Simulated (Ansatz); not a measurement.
Consider Sr$_{3}$BiN in the anti-perovskite structure (space group Pm-3m, No. 221; a = 5.1710 Å; a cell from a computed database, its experimental status unchecked). Axes: x, y, z lie along the cube axes.

It is then changed as follows: the cell is stretched by 0.28 % along z with no lateral relaxation; the atoms relax in the strained cell.

Levels (all Ansatz, an electronic-structure program, PAW): PBEsol (420 eV, scalar-relativistic without spin-orbit coupling); r2SCAN (500 eV, no SOC).

The geometry is relaxed with PBEsol.

```
Quantity                    Value
--------------------  -----------
PBEsol band gap           0.19 eV
PBEsol pressure         -0.13 GPa
PBEsol gap character  direct at Γ
```

### Question
How does going to r2SCAN change the band gap, pressure and gap character?

### Answer
The band gap increases by 0.35 eV to 0.54 eV; the pressure increases by 1.516 GPa, from -0.13 GPa to 1.38 GPa; the gap character is still direct at Γ.

Single points use the geometry relaxed with PBEsol. Their cutoffs differ, which shifts pressures a little. Spin-orbit coupling, missing from the scalar runs, can matter with Bi. Whether these cells are dynamically stable was not tested. The zero or small gap of Sr3BiN can change with the level of theory. k-point labels follow each cell's own Brillouin zone.
